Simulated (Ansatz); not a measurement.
Given:

```yaml
crystal:
  lattice:
    - [0.00000, 2.70550, 2.70550]
    - [2.70550, 0.00000, 2.70550]
    - [2.70550, 2.70550, 0.00000]
  atoms:
    - { symbol: Li, position: [0.00000, 0.00000, 0.00000] }
    - { symbol: Br, position: [0.50000, 0.50000, 0.50000] }
```

Level of theory: PBEsol, rigid bands (plane waves, PAW, scalar-relativistic; Ansatz, an electronic-structure program). Geometry: cell and atoms relaxed with PBEsol.

### Question
Predict the electron conductivity mass (n e² τ/σ) at 300 K, by direction if it differs.

### Answer
0.35 mₑ.

### Question
And the band gap?

### Answer
4.98 eV at this level; semilocal functionals usually fall short of the measured gap.

Rigid bands, one relaxation time for all states, no polarons. Spin-orbit coupling is left out; where it splits the top of the valence band it changes the hole mass and lowers the gap by about a third of the splitting.
